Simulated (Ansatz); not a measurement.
A working Ansatz (a quantum-chemistry and plane-wave program) input for CaSi2 (P6/mmm, 3 atoms in the cell) (DFT, PBEsol, plane waves, default PAW files made with PBE):

Ansatz 0.2 input:
```yaml
# CaSi2
crystal:
  lattice:
    - [4.103377, 0.000000, 0.000000]
    - [-2.051689, 3.553629, 0.000000]
    - [0.000000, 0.000000, 4.442981]
  atoms:
    - { symbol: Ca, position: [0.000000, 0.000000, 0.000000] }
    - { symbol: Si, position: [0.333333, 0.666667, 0.500000] }
    - { symbol: Si, position: [0.666667, 0.333333, 0.500000] }
kpoints:
  mp_grid: { grid: [5, 5, 4] }
hamiltonian:
  xc: pbesol
  pseudopotentials: { kind: paw }
scf:
  occupations: { method: methfessel_paxton, width: 0.2 eV }
output:
  forces: true
  eigenvalues: true
  stress: true
```

The run converged in 6 iterations: free energy E − TS (on the zero of these files) -3037.8467 eV; Fermi level (on the code's own zero) 7.56 eV; pressure -3.44 GPa. Each of these slips is then made, one at a time:

(1)
```diff
-  mp_grid: { grid: [5, 5, 4] }
+  kgrid: { grid: [5, 5, 4] }
```

(2)
```diff
+  convergence: { dr2_threshold: 1.0e-01 eV }
```

Q: What happens in each case?

A: 
(1) A keyword that the program does not know. The program stopped before any SCF iteration.
```
Error: YAML parse error: error: line 12 column 3: unknown field `kgrid`, expected one of mp_grid, list, band_path, initial_grid, further_shifts
  --> <input>:12:3
   |
10 |     - { symbol: Si, position: [0.666667, 0.333333, 0.500000] }
11 | kpoints:
12 |   kgrid: { grid: [5, 5, 4] }
   |   ^ unknown field `kgrid`, expected one of mp_grid, list, ban [...]
```

(2) A convergence threshold that is too loose. The run converged in 2 iterations without an error; against the sound input the free energy rises by 1.4 meV/atom and the pressure moves little (-3.44 to -3.53 GPa).

The starting cell was generated: these elements placed on a structure prototype, without a prior relaxation; it need not be a known phase or ordering of this composition. In the base run, with a pressure of about -3 GPa the cell is away from its equilibrium volume at this level. Ansatz's pressure includes its estimate of the finite-basis (Pulay) stress. Without a gap this mesh is coarse (it stands for a supercell whose shortest vector is 18 Å).

Left out of this page: 4 runs of the series outside the window shown, repeating another row's setting, or not comparable.
